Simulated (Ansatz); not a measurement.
Hypothetical rock salt FeGe: Ge → Ru

The reference is FeGe in the rock salt structure (space group Fm-3m, No. 225; a = 5.022 Å; ferromagnetic; a hypothetical phase, not in the database extracts checked).

The change: Ru takes the place of Ge on all its sites; the structure is relaxed again.

Computed with Kohn–Sham DFT with the r2SCAN functional, run in Ansatz (an electronic-structure program) with PAW and 500 eV plane waves, spin-orbit coupling left out. Γ-centred 16×16×16 mesh, Fermi–Dirac width 0.05 eV.

```json
{
 "volume_per_atom": "14.79 Å³ (base 15.83 Å³)",
 "density": "8.81 g/cm³ (base 6.74 g/cm³)",
 "lattice_parameter_a": "4.910 Å (base 5.022 Å)",
 "space_group": "Fm-3m (No. 225) (base Fm-3m (No. 225))",
 "shortest_interatomic_distance": "2.455 Å (base 2.511 Å)",
 "band_gap": "zero (base zero)",
 "magnetic_state": "ferromagnetic (base ferromagnetic)",
 "largest_site_moment": "2.86 μB (base 2.97 μB)"
}
```

Cost of the whole job for the changed cell (relaxation, final SCF and bands): about 7 core-minutes (a rough figure).

Other magnetic orders, which the real material may have, were not ruled out. Stability against distortions was not tested. As relaxed here, FeRu is a hypothetical phase, not in the database extracts checked.
